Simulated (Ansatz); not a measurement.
Base system: WS2 in the 2H-MoS2 type structure (space group P6_3/mmc, No. 194; a = 3.115 Å, c = 11.773 Å; layered, stacked along the Cartesian z axis). Axes: x lies along a and z along c of the hexagonal cell.

It is then changed as follows: uniaxial stress, 8 GPa tension along x; all other stress components relax to zero.

Levels (all Ansatz, a program for electronic structure, PAW, earlier PAW set): PBEsol-D3(BJ) (420 eV, without spin-orbit coupling); PBEsol+SOC (420 eV, noncollinear with spin-orbit coupling).

The geometry is relaxed with PBEsol-D3(BJ).

| Item | Result |
|---|---|
| PBEsol-D3(BJ) lowest conduction level above the VBM at special points | C₀ 0.98 eV; Σ₀ 0.98 eV; A₀ 0.99 eV; E₀ 0.99 eV |
| PBEsol-D3(BJ) hole mass | 0.32 mₑ along x, 0.51 mₑ along y, 1.1 mₑ along z (at Γ) |
| PBEsol-D3(BJ) smallest direct gap | 1.72 eV |

### Question
Predict the lowest conduction level above the VBM at special points, hole mass and smallest direct gap from PBEsol+SOC.

### Answer
The lowest conduction level above the VBM at special points goes from C₀ 0.98 eV; Σ₀ 0.98 eV; A₀ 0.99 eV; E₀ 0.99 eV to C₀ 0.91 eV; Σ₀ 0.91 eV; A₀ 0.93 eV; E₀ 0.93 eV; the hole mass is still 0.32 mₑ along x, 0.51 mₑ along y, 1.1 mₑ along z (at Γ); the smallest direct gap falls by 0.17 eV to 1.55 eV.

Single points use the geometry relaxed with PBEsol-D3(BJ). Differences between runs with and without spin-orbit coupling are approximate. With W present, leaving out spin-orbit coupling can change the band edges. Load acts through the strain it causes; cell and atoms are relaxed under it. Effective masses come from finite differences of ±0.01 Å⁻¹. Stability under load was not tested beyond the relaxation. k-point labels follow each cell's own Brillouin zone.
